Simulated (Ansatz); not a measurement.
A self-consistent single point of V₃Ir (Pmm2, 8 atoms in the cell) with Ansatz (a quantum-chemistry and plane-wave program).

Level of theory: PBEsol, default PAW files made with PBE (plane waves; Ansatz).

```yaml
crystal:
  lattice:
    - [4.73891, 0.00000, 0.00000]
    - [0.00000, 4.73891, 0.00000]
    - [0.00000, 0.00000, 4.73891]
  atoms:
    - { symbol: V, position: [0.50000, 0.25000, 0.00000] }
    - { symbol: V, position: [0.50000, 0.75000, 0.00000] }
    - { symbol: V, position: [0.26055, 0.00000, 0.50000] }
    - { symbol: V, position: [0.75000, 0.00000, 0.50000] }
    - { symbol: V, position: [0.00000, 0.50000, 0.25000] }
    - { symbol: V, position: [0.00000, 0.50000, 0.75000] }
    - { symbol: Ir, position: [0.50000, 0.50000, 0.50000] }
    - { symbol: Ir, position: [0.00000, 0.00000, 0.00000] }
```

Reference input (self-consistent single point, DFT, PBEsol, plane waves, default PAW files made with PBE): basis.ecutwfc = 420 eV; kpoints.mp_grid.grid = 5 5 5; hamiltonian.xc = pbesol; hamiltonian.pseudopotentials = {kind: paw} (the program's default PAW files); scf.occupations.method = gaussian; scf.occupations.width = 0.1 eV. This run's input differs from it in these lines:

Ansatz 0.2 input:
```diff
@@ -17,3 +17,3 @@
 kpoints:
-  mp_grid: { grid: [5, 5, 5] }
+  mp_grid: { grid: [8, 8, 8] }
 hamiltonian:
@@ -22,3 +22,3 @@
 scf:
-  occupations: { method: gaussian, width: 0.1 }
+  occupations: { method: fermi_dirac, width: 0.01 }
 output:
```

Output (repeated stretches shortened):

```
SCF iter   1: F=—  HF=-40913.843782 eV  |F-HF|=—  |Δ(HF+E_count)|=         —  Δρ=1.17e-2  dr2=9.46e-2  ethr=1.77e-3  ⟨swp⟩=4.3  Hψ=26839  notcnv=0  defer=4
all-band conjugate gradients solve this SCF's bands
preconditioner: auto → Kerker (q_TF=auto, 2.752 Å⁻¹)
SCF iter   2: F=—  HF=-40913.818871 eV  |F-HF|=—  |Δ(HF+E_count)|=   2.49e-2  Δρ=4.46e-3  dr2=1.19e-2  ethr=8.45e-5  ⟨swp⟩=2.1  Hψ=13536  notcnv=0  defer=669
SCF iter   3: F=—  HF=-40913.815870 eV  |F-HF|=—  |Δ(HF+E_count)|=   3.00e-3  Δρ=1.09e-3  dr2=4.73e-4  ethr=1.06e-5  ⟨swp⟩=2.0  Hψ=11458  notcnv=0  defer=669
SCF iter   4: F=—  HF=-40913.815861 eV  |F-HF|=—  |Δ(HF+E_count)|=   9.36e-6  Δρ=1.86e-4  dr2=2.38e-5  ethr=4.23e-7  ⟨swp⟩=2.0  Hψ=11470  notcnv=0  defer=669
SCF iter   5: F=—  HF=-40913.816180 eV  |F-HF|=—  |Δ(HF+E_count)|=   3.19e-4  Δρ=2.87e-5  dr2=7.16e-7  ethr=2.12e-8  ⟨swp⟩=2.2  Hψ=9998  notcnv=0  defer=669
SCF iter   6: F=-40913.816180 eV  HF=-40913.816180 eV  |F-HF|=2.28e-8  |Δ(HF+E_count)|=   5.74e-9  Δρ=1.01e-5  dr2=7.04e-8  ethr=8.93e-11  ⟨swp⟩=8.4  Hψ=31099  notcnv=0
SCF 1 converged in 6 iterations: F = -40913.816180 eV  dr2 = 7.04e-8
Free energy (F): -40913.816180 eV
Internal energy: -40913.814488 eV  (E = F + TS)
E sigma→0 (E₀):  -40913.815334 eV
Entropy (-TS):   -0.001691 eV (-0.211 meV/atom)
Fermi energy:    19.543240 eV
--- Forces (eV/Å), atoms counted from 1 ---
  atom   1  V      0.01499788    -0.00878847     0.00000000
  atom   2  V      0.01499788     0.00878847     0.00000000
  atom   3  V     -0.63011359     0.00000000     0.00000000
  atom   4  V      0.40214284     0.00000000     0.00000000
  atom   5  V      0.01507365     0.00000000    -0.00817392
  atom   6  V      0.01507365     0.00000000     0.00817392
  atom   7  Ir     0.08749847     0.00000000     0.00000000
  atom   8  Ir     0.08032934     0.00000000     0.00000000
--- Stress (GPa, compression-positive) ---
       -1.506508       0.000000       0.000000
        0.000000      -1.172258       0.000000
        0.000000       0.000000      -1.840500
  P = ⅓ Tr σ = -1.5064 GPa (-15.064 kbar)
  The stress holds the Pulay correction. Without it, at fixed plane waves, as pw.x and ABINIT print it: P = -1.5879 GPa
```

The run converged in 6 iterations. Against the reference run the free energy goes down by 4.9 meV/atom, the pressure goes from -1.35 to -1.51 GPa and the largest force goes from 0.601 to 0.630 eV/Å.

The starting cell comes from a database of computed structures (which also holds hypothetical and non-ambient phases and stackings), without a prior relaxation at this level. Its lattice was rescaled by up to half a per cent. One atom was moved a little off its site on purpose. Spin polarisation is off. Ansatz's pressure includes its estimate of the finite-basis (Pulay) stress.

Cost on one core of a shared machine: roughly 60 s.
